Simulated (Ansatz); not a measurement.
## Convergence series on La₂O₃ (P-3m1, 5 atoms in the cell)

```
CELL_PARAMETERS angstrom
      3.93078     0.00000     0.00000
     -1.96539     3.40415     0.00000
      0.00000     0.00000     6.11195
ATOMIC_POSITIONS crystal
  La 0.66667 0.33333 0.75376
  La 0.33333 0.66667 0.24624
  O  0.66667 0.33333 0.35411
  O  0.33333 0.66667 0.64589
  O  0.00000 0.00000 0.00000
```

Computed with LDA (PW92), default PAW files made with PBE (plane waves; Ansatz, a program for electronic structure).

The starting cell comes from a database of computed structures (which also holds hypothetical and non-ambient phases and stackings), without a prior relaxation at this level. In the base run, with a pressure of about -6 GPa the cell is away from its equilibrium volume at this level. Ansatz's pressure includes its estimate of the finite-basis (Pulay) stress.

Held fixed: kpoints.mp_grid.grid = 10 10 6; hamiltonian.xc = lda; hamiltonian.pseudopotentials = {kind: paw} (the program's default PAW files); scf.occupations.method = fixed.

ΔF is the free energy per atom less that of the last row (16).

```csv
basis.ecutrho_ratio,ΔF (meV/atom),pressure (GPa),largest force (eV/Å),gap on the mesh (eV)
2,-2.5,-5.97,0.169,3.746
3,0.11,-6.34,0.169,3.746
4,0.00,-6.33,0.169,3.746
5,0.00,-6.33,0.169,3.746
6,0.00,-6.33,0.169,3.746
8,0.00,-6.33,0.169,3.746
10,0.00,-6.33,0.169,3.746
12,0.00,-6.33,0.169,3.746
16,0.00,-6.33,0.169,3.746
```

Energy within 1 meV/atom of the last row: from basis.ecutrho_ratio = 3 on; the one before it is off by 2.5 meV/atom.

Pressure within 0.1 GPa of the last row: from basis.ecutrho_ratio = 3 on; the one before it is off by 0.36 GPa. The value it settles on is -6.33 GPa at this level of theory and with the other settings as held.

The gap is read on the k-point mesh of the run and can differ from the gap over the whole zone at this level.

Keys are those of Ansatz 0.2.
